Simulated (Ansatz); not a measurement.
System: BAs (model structure, started from the rocksalt type, Fm-3m, No. 225, 2 atoms in the cell). Method: PBEsol+SOC in Ansatz (plane waves, PAW).

Input:

Ansatz 0.2 input:
```yaml
crystal:
  lattice:
    - [0.0, 2.2840277701, 2.2840277701]
    - [2.2840277701, 0.0, 2.2840277701]
    - [2.2840277701, 2.2840277701, 0.0]
  atoms:
    - { symbol: As, position: [0.0, 0.0, 0.0] }
    - { symbol: B, position: [0.5, 0.5, 0.5] }
basis:
  ecutwfc: 520
  ecutrho_ratio: 4
  xc_grid: 2
kpoints:
  mp_grid: { grid: [20, 20, 20] }
hamiltonian:
  xc: pbesol
  dispersion: none
  pseudopotentials: { kind: paw }
scf:
  occupations: { method: fermi_dirac, width: 0.05 }
  convergence: { dr2_threshold: 0.0000000002 }
output:
  forces: true
  stress: true
  eigenvalues: true
magnetization:
  noncollinear: true
  spin_orbit: true
```

The run printed, among other lines:

```
Crystal: 2 atoms, lattice volume = 23.831 Å³
Basis set: ecut = 520 eV, 645 PW (Γ), exchange–correlation on 50×50×50 points (8 copies of the dense FFT grid, shifted against one another)
Bands: 26, of which v1, the nominal top of the filled ones, is band 18 counted from 1 (17 counted from 0)
Symmetry: 48 space group operations + 48 with time reversal
k-points: 256 of 8000
Initial density: superposition of atomic densities (chi_scale 0.1, normalization cell, long waves kept (reshape's long-wave potential 0.00 eV rms))
Functional: x = pbesol(κ = 0.804, μ = 0.12345679012345678), c = pbesol(β = 0.046)
SCF 1 converged in 8 iterations: F = -4964.212564 eV  dr2 = 1.95e-11
SCF converged after 8 iterations
Free energy (F): -4964.212564 eV
Internal energy: -4964.206324 eV  (E = F + TS)
E sigma→0 (E₀):  -4964.209444 eV
Fermi energy:    13.285532 eV
--- Stress (GPa, compression-positive) ---
       -0.001580       0.000000      -0.000000
        0.000000      -0.001580       0.000000
        0.000000      -0.000000      -0.001580
  P = ⅓ Tr σ = -0.0016 GPa (-0.016 kbar)
```

The PAW data were made under PBE.

Note: the relaxation could raise the start's symmetry but not lower it, so the cell can be a saddle point.

A model structure was made by putting elements into a prototype or built by hand; it is no filed structure, need not be a known phase, and can be a saddle point held by its symmetry.

Ansatz is an electronic-structure program.
